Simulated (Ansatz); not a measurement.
The parent structure is RbTlF₃ (space group Fm-3m, No. 225; a cell from a computed database, its experimental status unchecked).

```xyz
10
Lattice="0.0000 4.7256 4.7256 4.7256 0.0000 4.7256 4.7256 4.7256 0.0000" Properties=species:S:1:pos:R:3 pbc="T T T"
Rb     7.0884     7.0884     7.0884
Rb     2.3628     2.3628     2.3628
Tl     4.7256     4.7256     4.7256
Tl     0.0000     0.0000     0.0000
F      2.1754     4.7256     4.7256
F      7.2758     4.7256     4.7256
F      4.7256     2.1754     4.7256
F      4.7256     7.2758     4.7256
F      4.7256     4.7256     2.1754
F      4.7256     4.7256     7.2758
```

Cartesian axes are those of the cell as printed.

The values are results of PBEsol in Ansatz (plane waves to 420 eV, PAW, no spin-orbit coupling), not measurements.

Before the change:

| Property | Result |
|---|---|
| Electron mass | 0.31 mₑ along k, 0.74 mₑ across (at L) |

Perturbation: biaxial strain +1.07 %, plane normal [001], relaxed out of plane (Cartesian); in-plane vectors clamped, the third vector and the atoms free.

### Question
What happens to the out-of-plane strain?

### Answer
The out-of-plane strain is -0.44 %.

### Question
What happens to the electron mass?

### Answer
The electron mass changes from 0.31 mₑ along k, 0.74 mₑ across (at L) to 0.33 mₑ along k, 0.75 mₑ across (at L).

With Tl present, leaving out spin-orbit coupling can change the band edges. The levels and masses belong to the bands next to the band gap. Effective masses come from finite differences of ±0.01 Å⁻¹. Along k means along the line from Γ to the band edge. No phonon test of stability was made.

Ansatz is a quantum-chemistry and plane-wave program.
